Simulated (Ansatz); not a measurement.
**ScAl (Cmcm, No. 63, 4 atoms in the cell; start mp-999206)**

Computed with LDA (PAW; Ansatz, a program for electronic structure).

Numerical settings: plane-wave cutoff 500 eV, 14×14×14 k mesh, Fermi–Dirac smearing 0.1 eV, scalar-relativistic PAW data made under PBE.

Cell (relaxed at this level):

```
CELL_PARAMETERS angstrom
      1.62326    -5.45851     0.00000
      1.62326     5.45851     0.00000
      0.00000     0.00000     4.29453
ATOMIC_POSITIONS crystal
  Sc 0.83702 0.16298 0.25000
  Sc 0.16298 0.83702 0.75000
  Al 0.56943 0.43057 0.25000
  Al 0.43057 0.56943 0.75000
```

For ScAl (Cmcm, No. 63, 4 atoms in the cell; start mp-999206), the band gap comes out as none.

Note: the relaxation could not lower the start's symmetry, so the cell can be a saddle point above a distorted one.

Computed values are for the static lattice.

A start named mp-… is a Materials Project structure, which need not be a measured phase.
